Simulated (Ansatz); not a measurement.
Defect: interstitial Cu in rutile TiO2, charge state +1. These are PBE, PAW (plane waves to 420 eV; Ansatz, a program for electronic structure) values and carry that method's errors.

Settings: 72 host sites, the relaxed PBE lattice, one k-point at (0.250, 0.250, 0.250), smearing 0.01 eV, spin-restricted, no image-charge correction. Energies are static. The charge state is imposed; whether it is stable for some Fermi level was not computed. Sites that were not tried may lie lower.

Barriers: single points on a 2×2×2 k-point mesh shifted by half a step at the bands' geometries.

The step: a direct jump of one Cu atom. Atoms about the jump, Cartesian Å from the middle of the jump, before and after:

```csv
atom,x0,y0,z0,x1,y1,z1
Cu1,0.00,0.00,-0.72,0.00,0.00,0.72
O2,1.49,1.00,0.03,1.49,0.99,-0.04
O3,-1.49,-0.99,0.04,-1.49,-1.00,-0.03
O4,-0.98,1.49,-1.51,-0.91,1.44,-1.47
O5,0.98,-1.49,-1.51,0.91,-1.45,-1.47
O6,0.91,-1.44,1.47,0.98,-1.49,1.51
O7,-0.91,1.45,1.47,-0.98,1.49,1.51
Ti8,-0.02,-2.55,0.02,-0.03,-2.54,-0.03
Ti9,0.03,2.54,0.03,0.02,2.55,-0.02
Ti10,2.54,-0.05,-1.53,2.34,0.06,-1.45
Ti11,-2.55,0.05,-1.53,-2.33,-0.05,-1.45
Ti12,2.33,0.05,1.45,2.55,-0.05,1.53
Ti13,-2.34,-0.06,1.45,-2.54,0.05,1.53
O14,3.23,-0.91,0.02,3.23,-0.91,-0.01
O15,-3.23,0.91,0.01,-3.23,0.91,-0.02
O16,-1.44,-0.91,-2.95,-1.41,-0.91,-2.96
O17,1.44,0.91,-2.95,1.41,0.91,-2.96
O18,1.41,0.91,2.96,1.44,0.91,2.95
O19,-1.41,-0.91,2.96,-1.44,-0.91,2.95
Ti20,-0.01,-2.30,-2.96,0.08,-2.27,-2.93
Ti21,-0.01,2.31,-2.95,-0.08,2.27,-2.93
O22,-0.91,-3.24,-1.50,-0.89,-3.27,-1.52
Ti23,-0.08,2.27,2.93,0.01,2.30,2.96
O24,0.91,3.24,-1.50,0.89,3.26,-1.52
Ti25,0.08,-2.27,2.93,0.01,-2.31,2.95
O26,0.89,3.27,1.52,0.91,3.24,1.50
O27,-0.89,-3.26,1.52,-0.91,-3.24,1.50
```

Predict the transition state.


```
atom      x      y      z
----  -----  -----  -----
Cu1    0.00   0.00  -0.03
O2     1.56   1.03  -0.01
O3    -1.57  -1.02   0.00
O4    -0.91   1.46  -1.47
O5     0.90  -1.46  -1.47
O6     0.90  -1.45   1.46
O7    -0.91   1.47   1.46
Ti8   -0.01  -2.62  -0.01
Ti9    0.00   2.62   0.00
Ti10   2.46   0.04  -1.48
Ti11  -2.46  -0.03  -1.50
Ti12   2.45   0.02   1.49
Ti13  -2.47  -0.02   1.47
O14    3.21  -0.92   0.00
O15   -3.22   0.93  -0.01
O16   -1.42  -0.90  -2.95
O17    1.41   0.91  -2.95
O18    1.41   0.90   2.94
O19   -1.42  -0.90   2.94
Ti20   0.05  -2.24  -2.93
Ti21  -0.05   2.25  -2.93
O22   -0.91  -3.26  -1.53
Ti23  -0.05   2.24   2.92
O24    0.89   3.27  -1.53
Ti25   0.03  -2.24   2.92
O26    0.90   3.27   1.52
O27   -0.91  -3.26   1.52
```
It lies 0.063 eV above the start and 0.063 eV above the end. The saddle point's order was not checked, and it lies on a symmetry element of the cell, where a band can be held.
